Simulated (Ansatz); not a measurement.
**CuI under a change: pressure 15 GPa**

Consider CuI in the zinc blende structure (space group F-43m, No. 216; a = 5.9393 Å).

The change: a hydrostatic pressure of 15 GPa.

All numbers come from PBEsol, PAW, 420 eV (Ansatz, an electronic-structure program; no SOC). k-mesh 10×10×10 (Γ-centred); smearing 0.05 eV (Fermi–Dirac).

| quantity | base | changed | shift |
|---|---|---|---|
| volume per atom | 26.19 Å³ | 21.72 Å³ | -4.47 Å³ |
| density | 6.04 g/cm³ | 7.28 g/cm³ | +1.24 g/cm³ |
| lattice parameter a | 5.939 Å | 5.580 Å | -0.359 Å |
| shortest interatomic distance | 2.572 Å | 2.416 Å | -0.1555 Å |
| enthalpy H = E + PV relative to the base's energy | – | +2.21 eV/atom | – |
| band gap | 1.17 eV | 1.78 eV | +0.61 eV |
| gap character | direct at Γ | direct at Γ | – |
| width of the top valence band | 1.74 eV | 2.61 eV | +0.87 eV |
| electron mass | 0.14 mₑ (at Γ) | 0.15 mₑ (at Γ) | – |
| hole mass (degenerate bands, along [100]) | 0.20, 0.64, 0.64 mₑ (at Γ) | 0.21, 0.43, 0.43 mₑ (at Γ) | – |
| valley order (the lowest conduction-band minima on the path, energy above the VBM, named in the base's zone) | Γ 1.17 eV; L along ⟨111⟩ 2.11 eV; X along ⟨100⟩ 2.47 eV | Γ 1.78 eV; X along ⟨100⟩ 2.03 eV; L along ⟨111⟩ 2.25 eV | – |

Spin-orbit coupling, missing from the scalar runs, can matter with I. Load acts through the strain it causes; cell and atoms are relaxed under it. Masses are band curvatures over ±0.01 Å⁻¹ around the edge. No phonon test of stability was made. Tetrahedral semiconductors of this kind turn to denser phases somewhere between about 1 and 50 GPa; those were not computed, so compressed cells here can lie past the real transition. The final runs are not spin-polarised.
